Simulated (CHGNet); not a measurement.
# Stishovite (SiO2)

Method: the machine-learned potential CHGNet 0.3.0 (trained on PBE and PBE+U data).

Cell: relaxed at this level.

For stishovite (SiO2), the equilibrium lattice constant a comes out as 4.228 Å and the c axis length is 2.697 Å. The equilibrium volume per atom is 8.04 Å³/atom.

Measured, for comparison: lattice constant a 4.179 Å, lattice parameter c 2.665 Å (room temperature, not corrected to a static lattice; as tabulated in Hiroi (2015), arXiv:1503.02262). Computed (rounded) less measured: lattice constant a +1.2 %, lattice parameter c +1.2 %.

A machine-learned potential is trained on density-functional data: it inherits that level's misses and adds fitting errors of its own.
